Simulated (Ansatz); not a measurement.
An Ansatz (a quantum-chemistry and plane-wave program) run: Ta with a change (isotropic strain +1.50 %); Kohn–Sham DFT with the LDA functional, run in Ansatz with PAW and 420 eV plane waves, no spin-orbit coupling.

Input:

Ansatz 0.2 input:
```yaml
crystal:
  lattice:
    - [-1.6514353396, 1.6514353396, 1.6514353396]
    - [1.6514353396, -1.6514353396, 1.6514353396]
    - [1.6514353396, 1.6514353396, -1.6514353396]
  atoms:
    - { symbol: Ta, position: [0, 0, 0] }
basis: { ecutwfc: 420, ecutrho_ratio: 4, xc_grid: 2, fft_grid_basis: typed }
kpoints: { mp_grid: { grid: [28, 28, 28] } }
hamiltonian:
  xc: lda
  dispersion: none
  pseudopotentials: { kind: paw }
scf: { occupations: { method: fermi_dirac, width: 0.1 }, convergence: { dr2_threshold: 0.0000000001 } }
relax: { f_tol: 0.005, max_steps: 50 }
output: { forces: true, stress: true }
checkpoint: { write: state.ck, write_every: 1000 }
```

Output:

```
Relaxation: its limit of steps is 50 (relax.max_steps)
WARN ansatz: RAYON_NUM_THREADS=1 ignored (pool sized by the plan → 1); use --threads N
Pseudopotentials: kind: paw
Pseudopotential: Ta, paw, valence charge 13
Functional definition: SPW92
Crystal: 1 atoms, lattice volume = 18.015 Å³
Basis set: ecut = 420 eV, 369 PW (Γ), exchange–correlation on 40×40×40 points (8 copies of the dense FFT grid, shifted against one another)
Bands: 11, of which v1, the nominal top of the filled ones, is band 7 counted from 1 (6 counted from 0)
Symmetry: 48 space group operations
Space group: Im-3m (ITA 229), of the structure as read, at distance tolerance 2.6e-5 Å
k-points: 624 of 21952
PAW frozen core: Ta, regenerated for the run's functional, and the local potential with it
Initial density: superposition of atomic densities (neutral atoms: chi_scale 0, normalization atom), corrected by the library's trained network
Initial wavefunctions: pseudopotential atomic-orbital guess
Eigensolver: davidson
Functional: x = slater, c = lda
SCF iter   1: F=—  HF=-9682.609868 eV  |F-HF|=—  |Δ(HF+E_count)|=         —  Δρ=4.77e-3  dr2=3.00e-3  ethr=1.77e-3  ⟨swp⟩=5.1  Hψ=38682  notcnv=0
all-band conjugate gradients solve this SCF's bands
preconditioner: auto → none
SCF iter   2: F=—  HF=-9682.608791 eV  |F-HF|=—  |Δ(HF+E_count)|=   1.08e-3  Δρ=1.98e-3  dr2=2.99e-4  ethr=2.31e-5  ⟨swp⟩=1.6  Hψ=12565  notcnv=0
SCF iter   3: F=—  HF=-9682.608789 eV  |F-HF|=—  |Δ(HF+E_count)|=   2.04e-6  Δρ=4.70e-4  dr2=1.27e-5  ethr=2.30e-6  ⟨swp⟩=1.0  Hψ=6870  notcnv=0
SCF iter   4: F=—  HF=-9682.608791 eV  |F-HF|=—  |Δ(HF+E_count)|=   1.56e-6  Δρ=1.97e-5  dr2=3.22e-8  ethr=9.80e-8  ⟨swp⟩=1.1  Hψ=6983  notcnv=0
SCF iter   5: F=—  HF=-9682.608791 eV  |F-HF|=—  |Δ(HF+E_count)|=   4.05e-7  Δρ=5.39e-6  dr2=6.34e-9  ethr=2.48e-10  ⟨swp⟩=2.4  Hψ=11328  notcnv=0
SCF iter   6: F=—  HF=-9682.608791 eV  |F-HF|=—  |Δ(HF+E_count)|=   3.06e-9  Δρ=1.20e-6  dr2=2.74e-10  ethr=4.88e-11  ⟨swp⟩=2.6  Hψ=10477  notcnv=0
SCF iter   7: F=-9682.608791 eV  HF=-9682.608791 eV  |F-HF|=7.28e-12  |Δ(HF+E_count)|=  1.22e-10  Δρ=1.85e-7  dr2=2.60e-12  ethr=1.00e-12  ⟨swp⟩=4.6  Hψ=21702  notcnv=0
SCF 1 converged in 7 iterations: F = -9682.608791 eV  dr2 = 2.60e-12
relax step   1: F+E_penalty+E_count = -9682.60879107 eV  Δ(F+E_penalty+E_count) = +0.000e0 eV  max|allowed force component| = 0.000e0 eV/Å  Δτ_max = 0.0000 Å  (7 SCF iters, accepted)
SCF converged after 7 iterations
Free energy (F): -9682.608791 eV
Harris-Foulkes:  -9682.608791 eV  (|F-HF|=7.28e-12)
Internal energy: -9682.564716 eV  (E = F + TS)
E sigma→0 (E₀):  -9682.586754 eV
Entropy (-TS):   -0.044075 eV (-44.075 meV/atom)
Fermi energy:    18.299933 eV
--- Per-component energies (eV) ---
  E_band       = -107.713377
  E_kinetic    = 366.253194
  E_local      = -554.152898  (includes V_loc(G=0)·N_el)
  E_nonlocal   = 20.624130
  E_hartree    = 190.793142
  E_xc         = -216.756986
  E_vxc        = -203.975096  (∫ρ·V_xc dr)
  E_paw        = -8148.899036  (= ΣΔE_a)
  E_vpaw       = -118.049171  (= ΣTr[D̂ρ^β])
  E_aug_tail   = 0.000157  (compensation charges beyond the density's cutoff)
  E_ewald      = -1340.685322
  E_core_change = 0.258903  (= ΣΔE_core)
  E_smearing   = -0.044075  (= −TS)
  E_closure    = 0.000000  (closes the sum)
  Σ components = -9682.608791   (vs F -9682.608791, Δ=0.00e0)
  [band-id]    e_kinetic+e_local+e_nonlocal+2·e_hartree+e_vxc+e_vpaw+e_augmentation_tail = -107.713400   (vs E_band -107.713377, Δ=-2.30e-5)
--- Forces (eV/Å), atoms counted from 1 ---
  atom   1  Ta     0.00000000    -0.00000000     0.00000000
  max |Σ_I F_I| component: 3.49e-32 eV/Å
--- Stress (GPa, compression-positive) ---
       -8.905474      -0.000000       0.000000
        0.000000      -8.905474       0.000000
        0.000000      -0.000000      -8.905474
  P = ⅓ Tr σ = -8.9055 GPa (-89.055 kbar)
  The stress holds the Pulay correction. Without it, at fixed plane waves, as pw.x and ABINIT print it: P = -8.9458 GPa
  The stress includes an estimate of the error left by incomplete SCF convergence (largest component 0.0000 GPa).
--- Band table ---
  band table: none
--- Relaxed structure (1 steps of the walk, 1 accepted, 0 SCFs on fresh bases) ---
  F+E_penalty+E_count = -9682.60879107 eV   max|allowed force component| = 0.000e0 eV/Å
  atoms:
    - { symbol: Ta, position: [0.0, 0.0, 0.0] }
```

Stability against distortions was not tested. All final runs are without spin polarisation. The cell was made from Ta in the bcc (W type) structure (space group Im-3m, No. 229) by this change: isotropic strain +1.50 %.
